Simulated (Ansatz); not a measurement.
# Quick settings and what they miss: TePb2S (R-3m, 4 atoms in the cell)

Self-consistent single point.

```xyz
4
Lattice="2.1744 1.2554 7.1045 -2.1744 1.2554 7.1045 0.0000 -2.5108 7.1045" Properties=species:S:1:pos:R:3 pbc="T T T"
Te     0.0000     0.0000    10.6568
Pb     0.0000     0.0000    15.8086
Pb     0.0000     0.0000     5.5050
S      0.0000     0.0000     0.0000
```

Method of the run: PBEsol, harder PAW files (source: ansatz) made with PBE (plane waves; Ansatz, a quantum-chemistry and plane-wave program).

Base settings: basis.ecutwfc = 640 eV; kpoints.mp_grid.grid = 6 6 6; hamiltonian.xc = pbesol; hamiltonian.pseudopotentials = {kind: paw, source: ansatz}; scf.occupations.method = fixed.

Tight run (finer mesh or higher cutoff; not a proven limit): basis.ecutwfc: 640 eV → 895 eV; kpoints.mp_grid.grid: 6 6 6 → 9 9 9; scf.convergence.dr2_threshold: default (1e-07 eV) → 1e-09 eV. It gave top of the valence band (on the code's own zero) 10.23 eV; gap on the k-point mesh 0.50 eV; pressure 0.46 GPa; largest force (vector length) 0.081 eV/Å.

Quick runs, as changes from the base:
- A: the base itself
- B: basis.ecutwfc: 640 eV → 450 eV; kpoints.mp_grid.grid: 6 6 6 → 8 8 8
- C: basis.ecutwfc: 640 eV → 320 eV; kpoints.mp_grid.grid: 6 6 6 → 4 4 4; kpoints.mp_grid.shift: default → 0.5 0.5 0.5
- D: basis.ecutwfc: 640 eV → 385 eV; kpoints.mp_grid.grid: 6 6 6 → 3 3 3; scf.occupations.method: fixed → cold; scf.occupations.width: default → 0.272 eV
- E: basis.ecutwfc: 640 eV → 450 eV; kpoints.mp_grid.grid: 6 6 6 → 4 4 4; scf.occupations.method: fixed → methfessel_paxton; kpoints.mp_grid.shift: default → 0.5 0.5 0.5; scf.occupations.width: default → 0.2 eV
- F: basis.ecutwfc: 640 eV → 510 eV; hamiltonian.xc: pbesol → lda; scf.convergence.dr2_threshold: default (1e-07 eV) → 0.001 eV [LDA (PW92)]
- G: kpoints.mp_grid.grid: 6 6 6 → 2 2 2; hamiltonian.xc: pbesol → b3lyp [B3LYP]
- H: kpoints.mp_grid.grid: 6 6 6 → 3 3 3; hamiltonian.xc: pbesol → hse06 [HSE06]

Dashes: gap of D, left out as unsure on this mesh or at this smearing; energy of F, G, H, another energy zero; count of G, H, another kind of functional, whose work the count does not hold.

Gaps are read on each run's own mesh, which may miss the band edges.

† marks runs with another functional, U, potentials or spin treatment: their distance from the tight run is not a convergence error alone.

The count of work is k-points × plane waves × bands × iterations; it is no time. 

Pressures in the table are Ansatz's without its Pulay estimate, at a fixed set of plane waves; the tight run's value above holds the estimate.

The starting cell comes from a database of computed structures (which also holds hypothetical and non-ambient phases and stackings), without a prior relaxation at this level. Its lattice was rescaled by a random factor within 2.5 % of one. Spin-orbit coupling is off.

```
run  energy less tight (meV/atom)  pressure less tight (GPa)  largest miss in a force vector (eV/Å)  gap on the mesh less tight (eV)  count of work / tight
---  ----------------------------  -------------------------  -------------------------------------  -------------------------------  ---------------------
A                            -0.5                      -0.01                                  0.005                           -0.132                   0.18
B                           138.3                      -7.25                                  0.001                           -0.132                   0.22
C                          4758.8                    -136.92                                  0.132                            0.403                  0.020
D                           930.0                     -35.11                                  0.091                                –                  0.016
E                           140.2                      -7.26                                  0.068                            0.394                  0.033
F†                              –                      -2.86                                  0.001                           -0.143                  0.079
G†                              –                       7.84                                  0.076                            0.943                      –
H†                              –                       1.81                                  0.096                            0.475                      –
```

The base run finds a smaller gap than the tight one, whose mesh may miss a band edge.

Among the runs at the tight run's level, the energy misses run from 0.5 to 4758.8 meV/atom.

Keys are those of Ansatz 0.2.
